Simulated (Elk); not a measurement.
Band structure of YbSi₂ (Fm-3m, 3 atoms in the cell).

```
CELL_PARAMETERS angstrom
      0.00000     3.38104     3.38104
      3.38104     0.00000     3.38104
      3.38104     3.38104     0.00000
ATOMIC_POSITIONS crystal
  Yb 0.00000 0.00000 0.00000
  Si 0.25000 0.25000 0.25000
  Si 0.75000 0.75000 0.75000
```
Moments meant for the start (each program seeds them in its own way; μB, in the order of the atoms Yb Si Si): 1.0 0.0 0.0.

Computed with PBE, all-electron FP-LAPW, Elk's shipped species files, LAPW+lo basis (Elk).

Settings: xctype = 20; spinpol = true; rgkmax = 8; stype = 3; swidth = 0.00367493 Ha; ngridk = 5 5 5; vkloff = 0.5 0.5 0.5; reducebf = 0.5; gmaxvr = 16 1/bohr; nxoapwlo = 1; nempty = 12 per atom; bfcmt = [[0.0, 0.0, -1.0], [0.0, 0.0, 0.0], [0.0, 0.0, 0.0]].

The starting cell was generated: these elements placed on a structure prototype, without a prior relaxation; it need not be a known phase or ordering of this composition. Spin-orbit coupling is off. The starting moments vanished: the run ended non-magnetic, which need not be the lowest state. Values depend on the basis (sphere radii, cutoffs, local orbitals), which need not be converged.

Levels in eV from the Fermi level, bands 13 to 20 of the first spin channel:
| point | 13 | 14 | 15 | 16 | 17 | 18 | 19 | 20 |
|---|---|---|---|---|---|---|---|---|
| Γ | -0.56 | -0.56 | -0.56 | -0.47 | 2.53 | 2.53 | 2.83 | 2.83 |
| X | -0.56 | -0.53 | -0.46 | -0.46 | 1.53 | 1.71 | 1.71 | 4.44 |
| W | -0.55 | -0.54 | -0.54 | 0.03 | 0.03 | 1.80 | 3.36 | 3.84 |
| K | -0.56 | -0.54 | -0.53 | -0.45 | 0.84 | 1.66 | 2.84 | 3.76 |
| L | -0.56 | -0.56 | -0.56 | -0.42 | 0.46 | 0.46 | 0.68 | 3.49 |
| U | -0.56 | -0.54 | -0.53 | -0.45 | 0.84 | 1.66 | 2.84 | 3.76 |

Bands cross the Fermi level along this path, so the cell is metallic at this level.

The net moment of the cell came out as 0.00 μB.
